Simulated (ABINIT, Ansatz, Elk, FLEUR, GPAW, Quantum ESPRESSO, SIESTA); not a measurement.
## One structure in several programs: CoH (Fm-3m, 2 atoms in the cell)

Self-consistent single point.

```
CoH
1.0
    0.00000     1.84296     1.84296
    1.84296     0.00000     1.84296
    1.84296     1.84296     0.00000
Co H
1 1
Direct
  0.00000   0.00000   0.00000
  0.50000   0.50000   0.50000
```
Moments meant for the start (each program seeds them in its own way; μB, in the order of the atoms Co H): 3.0 0.0.

Shared settings, as Ansatz (an electronic-structure program) writes them: kpoints.mp_grid.grid = 15 15 15; scf.occupations.method = gaussian; scf.occupations.width = 0.2 eV. Potentials and cutoffs stand in the table.

```
code                                                                                                                                 model  pressure (GPa)  size of the net moment (μB/atom)           cutoff
----------------  ------------------------------------------------------------------------------------------------------------------------  --------------  --------------------------------  ---------------
GPAW                                                                         LDA (Perdew-Wang 92), GPAW PAW datasets LDA (gpaw-data 1.0.1)          -12.23                              0.55           800 eV
Ansatz                                                                                         LDA (PW92), default PAW files made with PBE          -13.80                              0.55          default
SIESTA            LDA PW92, numerical atomic orbitals DZP, PseudoDojo LDA standard norm-conserving potentials (rewritten from UPF to PSML)          -18.35                              0.54      grid 300 Ry
Elk                                                    LDA (PW92), all-electron FP-LAPW, Elk's shipped species files, default APW+lo basis               –                              0.55          default
FLEUR                                                         LDA (Perdew-Zunger), all-electron FLAPW (FLEUR), scalar-relativistic valence               –                              0.54  Kmax 4.8 1/bohr
ABINIT                                                     LDA (PW92), norm-conserving pseudopotentials (PseudoDojo nc-sr-04 LDA standard)          -14.04                              0.54            48 Ha
Quantum ESPRESSO                                                                       LDA (PZ), GBRV 1.5 ultrasoft (LDA) pseudopotentials          -13.70                              0.58            50 Ry
```

A dash marks a value that a program does not give, or that is left out as unsure.

On Ansatz's run: with one magnetic atom in the cell only a parallel order is possible.

The spread over the programs that give each value: pressure within 6.12 GPa; size of the net moment within 0.04 μB/atom.

SIESTA uses small atom-centred bases, whose incompleteness enters pressures, forces and empty levels differently from a plane-wave cutoff. Elk and FLEUR treat all electrons, but the usual bases taken here (sphere radii, linearisation, local orbitals, empty states) were not tested for convergence, so the values are no reference for the others. Ansatz's pressure is given at a fixed set of plane waves, as the other plane-wave codes print theirs; with its correction for the finite basis it is -13.42 GPa (the shift of 0.37 GPa shows how far the cutoff is from converged). The same LDA comes in different parametrisations, which differ slightly. In the pressure, GPAW (by 1.52) and SIESTA (by 4.60) lie more than 1 GPa from the median of the plane-wave programs.

The starting cell comes from a database of computed structures (which also holds hypothetical and non-ambient phases and stackings), without a prior relaxation at this level.

Keys are those of Ansatz 0.2.
